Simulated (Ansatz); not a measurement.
Base system: MgSe in the rock salt structure (space group Fm-3m, No. 225; a = 5.391 Å). Axes: x, y, z lie along the cube axes.

The values are results of LDA/PAW in Ansatz (an electronic-structure program), without spin-orbit coupling, not measurements.

For the base:

- Electron mass: 0.49 mₑ along k, 0.23 mₑ across (at X)
- Valence-band top at Γ: 0.00, 0.00, 0.00 eV

It is then changed as follows: biaxial strain −2.50 %, plane normal [001], relaxed out of plane (Cartesian); in-plane vectors clamped, the third vector and the atoms free.

Task: What happens to the electron mass?

Result: The electron mass becomes 0.47 mₑ along k, 0.24 mₑ across (at X) (base: 0.49 mₑ along k, 0.23 mₑ across (at X)).

Task: What does the calculation give for the valence-band top at Γ after the change?

Result: The valence-band top at Γ (three highest levels, from the VBM) becomes 0.00, -0.18, -0.18 eV (base: 0.00, 0.00, 0.00 eV).

The levels and masses belong to the bands next to the band gap. Effective masses come from finite differences of ±0.01 Å⁻¹. Along k means along the line from Γ to the band edge. No phonon test of stability was made.
